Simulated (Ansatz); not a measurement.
## Effect of isotropic strain +0.60 % on TiO2

The reference is TiO2 in the rutile structure (space group P4_2/mnm, No. 136; a = 4.591 Å, c = 2.939 Å).

It is then changed as follows: an isotropic linear strain of +0.60 %; the atoms relax in the strained cell.

The values are results of PBEsol (Ansatz, a program for electronic structure, PAW, no SOC), not measurements. Γ-centred 7×7×11 mesh, Fermi–Dirac width 0.05 eV.

The volume per atom increases by 0.187 Å³ (10.33 Å³ → 10.51 Å³) and the space group is still P4_2/mnm (No. 136). The shortest interatomic distance grows by 0.009 Å, from 1.942 Å to 1.951 Å and the energy increases by 2.4 meV/atom. The pressure (mean of the normal stresses, compression positive) goes from zero to -4.01 GPa and the band gap drops by 0.015 eV (1.87 eV → 1.85 eV). The gap character is still direct at Γ and the mean gap deformation potential ΔEg/Δln V amounts to -0.8 eV. The electron mass becomes 0.55 mₑ along c, 1.1 mₑ across (at Γ) (base: 0.54 mₑ along c, 1.1 mₑ across (at Γ)) and the valence-band top at Γ (three highest levels, from the VBM) becomes 0.00, -0.43, -0.43 eV (base: 0.00, -0.45, -0.45 eV).

Final structure:

```
CELL_PARAMETERS angstrom
      4.61875     0.00000     0.00000
      0.00000     4.61875     0.00000
      0.00000     0.00000     2.95668
ATOMIC_POSITIONS crystal
  Ti 0.00000 0.00000 0.00000
  Ti 0.50000 0.50000 0.50000
  O  0.30515 0.30515 0.00000
  O  0.80515 0.19485 0.50000
  O  0.19485 0.80515 0.50000
  O  0.69485 0.69485 0.00000
```

Cost of the whole job for the changed cell (relaxation, final SCF and bands): about 21 core-seconds (a rough figure).

Masses are band curvatures over ±0.01 Å⁻¹ around the edge. Whether these cells are dynamically stable was not tested. All final runs are without spin polarisation.
